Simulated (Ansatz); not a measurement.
# Effect of isotropic strain −2.50 % on AlRu

Start from AlRu in the CsCl type structure (space group Pm-3m, No. 221; a = 2.9832 Å; relaxed with 0.1 eV smearing).

Modification: an isotropic linear strain of −2.50 %; the atoms relax in the strained cell.

Level of theory: r2SCAN in Ansatz (plane waves to 500 eV, PAW, without spin-orbit coupling). k-mesh 19×19×19 (Γ-centred); smearing 0.1 eV (Fermi–Dirac).

```tsv
quantity	base	changed	shift
space group	Pm-3m (No. 221)	Pm-3m (No. 221)	–
shortest interatomic distance	2.583 Å	2.519 Å	-0.0646 Å
energy relative to the base (free energy F)	0 meV/atom	+56 meV/atom	+56 meV/atom
pressure	0.0 GPa	19.7 GPa	+19.7 GPa
band gap	zero	zero	–
```

Final structure:

```xyz
2
Lattice="2.9086 0.0000 0.0000 0.0000 2.9086 0.0000 0.0000 0.0000 2.9086" Properties=species:S:1:pos:R:3 pbc="T T T"
Al     1.4543     1.4543     1.4543
Ru     0.0000     0.0000     0.0000
```

Whether these cells are dynamically stable was not tested. All final runs are without spin polarisation.

Ansatz is a first-principles code.
